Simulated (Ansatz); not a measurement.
Worked example: self-consistent single point of LuCl3 (P3m1, 8 atoms in the cell) in Ansatz (an electronic-structure program).

Method of the run: LDA (PW92), default PAW files made with PBE (plane waves; Ansatz).

The change in words: lattice scaled by 0.98; kpoints.mp_grid.grid: 3 3 7 → 5 5 10. Reference geometry:
```yaml
crystal:
  lattice:
    - [9.41660, 0.00000, 0.00000]
    - [-4.70830, 8.15502, 0.00000]
    - [0.00000, 0.00000, 3.45521]
  atoms:
    - { symbol: Lu, position: [0.66667, 0.33333, 0.26447] }
    - { symbol: Lu, position: [0.33333, 0.66667, 0.75000] }
    - { symbol: Cl, position: [0.78410, 0.21590, 0.75000] }
    - { symbol: Cl, position: [0.21590, 0.78410, 0.25000] }
    - { symbol: Cl, position: [0.56820, 0.78410, 0.25000] }
    - { symbol: Cl, position: [0.43180, 0.21590, 0.75000] }
    - { symbol: Cl, position: [0.78410, 0.56820, 0.75000] }
    - { symbol: Cl, position: [0.21590, 0.43180, 0.25000] }
```

Reference input (self-consistent single point, DFT, LDA (PW92), plane waves, default PAW files made with PBE): basis.ecutwfc = 420 eV; kpoints.mp_grid.grid = 3 3 7; hamiltonian.xc = lda; hamiltonian.pseudopotentials = {kind: paw} (the program's default PAW files); scf.occupations.method = fixed. This run's input differs from it in these lines:

Ansatz 0.2 input:
```diff
@@ -3,14 +3,14 @@
   lattice:
-    - [9.416600, 0.000000, 0.000000]
-    - [-4.708300, 8.155015, 0.000000]
-    - [0.000000, 0.000000, 3.455207]
+    - [9.228268, 0.000000, 0.000000]
+    - [-4.614134, 7.991915, 0.000000]
+    - [0.000000, 0.000000, 3.386103]
   atoms:
-    - { symbol: Lu, position_ang: [4.708305, 2.718336, 0.913802] }
-    - { symbol: Lu, position_ang: [-0.000005, 5.436679, 2.591405] }
-    - { symbol: Cl, position_ang: [6.367034, 1.760668, 2.591405] }
-    - { symbol: Cl, position_ang: [-1.658734, 6.394347, 0.863802] }
-    - { symbol: Cl, position_ang: [1.658734, 6.394347, 0.863802] }
-    - { symbol: Cl, position_ang: [3.049566, 1.760668, 2.591405] }
-    - { symbol: Cl, position_ang: [4.708300, 4.633680, 2.591405] }
-    - { symbol: Cl, position_ang: [-0.000000, 3.521335, 0.863802] }
+    - { symbol: Lu, position_ang: [4.614139, 2.663969, 0.895526] }
+    - { symbol: Lu, position_ang: [-0.000005, 5.327946, 2.539577] }
+    - { symbol: Cl, position_ang: [6.239693, 1.725454, 2.539577] }
+    - { symbol: Cl, position_ang: [-1.625559, 6.266461, 0.846526] }
+    - { symbol: Cl, position_ang: [1.625559, 6.266461, 0.846526] }
+    - { symbol: Cl, position_ang: [2.988575, 1.725454, 2.539577] }
+    - { symbol: Cl, position_ang: [4.614134, 4.541006, 2.539577] }
+    - { symbol: Cl, position_ang: [-0.000000, 3.450909, 0.846526] }
 basis:
@@ -18,3 +18,3 @@
 kpoints:
-  mp_grid: { grid: [3, 3, 7] }
+  mp_grid: { grid: [5, 5, 10] }
 hamiltonian:
```

Log, with long lists cut:

```
SCF iter   1: F=—  HF=-35267.221987 eV  |F-HF|=—  |Δ(HF+E_count)|=         —  Δρ=6.13e-3  dr2=1.07e-1  ethr=1.77e-3  ⟨swp⟩=5.4  Hψ=7501  notcnv=0  defer=243
all-band conjugate gradients solve this SCF's bands
preconditioner: auto → Resta (q_TF=auto, 2.310 Å⁻¹)
SCF iter   2: F=—  HF=-35267.196519 eV  |F-HF|=—  |Δ(HF+E_count)|=   2.55e-2  Δρ=3.13e-3  dr2=2.10e-2  ethr=1.16e-4  ⟨swp⟩=2.9  Hψ=3939  notcnv=0  defer=304
   [... lines left out ...]
SCF iter   6: F=—  HF=-35267.190979 eV  |F-HF|=—  |Δ(HF+E_count)|=   2.65e-4  Δρ=3.10e-5  dr2=3.79e-6  ethr=5.22e-8  ⟨swp⟩=2.3  Hψ=3413  notcnv=0  defer=189
SCF iter   7: F=—  HF=-35267.190980 eV  |F-HF|=—  |Δ(HF+E_count)|=   1.02e-6  Δρ=7.19e-6  dr2=1.40e-7  ethr=4.12e-9  ⟨swp⟩=2.3  Hψ=3239  notcnv=0  defer=190
SCF iter   8: F=—  HF=-35267.190980 eV  |F-HF|=—  |Δ(HF+E_count)|=   1.80e-7  Δρ=7.17e-6  dr2=1.07e-7  ethr=1.09e-10  ⟨swp⟩=15.3  Hψ=15737  notcnv=0
SCF iter   9: F=-35267.190980 eV  HF=-35267.190980 eV  |F-HF|=6.29e-8  |Δ(HF+E_count)|=   1.40e-7  Δρ=2.54e-6  dr2=1.66e-8  ethr=1.09e-10  ⟨swp⟩=6.3  Hψ=10091  notcnv=0
SCF 1 converged in 9 iterations: F = -35267.190980 eV  dr2 = 1.66e-8
Free energy (F): -35267.190980 eV
Internal energy: -35267.190980 eV  (E = F + TS)
E sigma→0 (E₀):  -35267.190980 eV
Fermi energy:    1.671373 eV
--- Forces (eV/Å), atoms counted from 1 ---
  atom   1  Lu    -0.00000000     0.00000000    -0.45018846
  atom   2  Lu     0.00000000    -0.00000000     0.00065069
  atom   3  Cl     0.44173317    -0.25503476     0.15050173
  atom   4  Cl    -0.42513766     0.24545334    -0.00066563
  atom   5  Cl     0.42513766     0.24545334    -0.00066563
  atom   6  Cl    -0.44173317    -0.25503476     0.15050173
  atom   7  Cl     0.00000000     0.51006953     0.15050173
  atom   8  Cl     0.00000000    -0.49090669    -0.00066563
--- Stress (GPa, compression-positive) ---
        1.338208      -0.000000       0.000000
        0.000000       1.338208       0.000000
        0.000000       0.000000       1.897347
  P = ⅓ Tr σ = 1.5246 GPa (15.246 kbar)
  The stress holds the Pulay correction. Without it, at fixed plane waves, as pw.x and ABINIT print it: P = 1.5084 GPa
```

The run converged in 9 iterations. Against the reference run the free energy rises by 1.2 meV/atom, the pressure goes from -1.17 to 1.52 GPa, the largest force goes from 0.322 to 0.532 eV/Å and the gap on the mesh goes from 3.374 to 3.325 eV.

The starting cell comes from a database of computed structures (which also holds hypothetical and non-ambient phases and stackings), without a prior relaxation at this level. Its lattice was rescaled by up to half a per cent. One atom was moved a little off its site on purpose. For this run, on top of that: lattice scaled by 0.98. Spin-orbit coupling is off. Ansatz's pressure includes its estimate of the finite-basis (Pulay) stress.

Cost on one core of a shared machine: roughly 50 s.
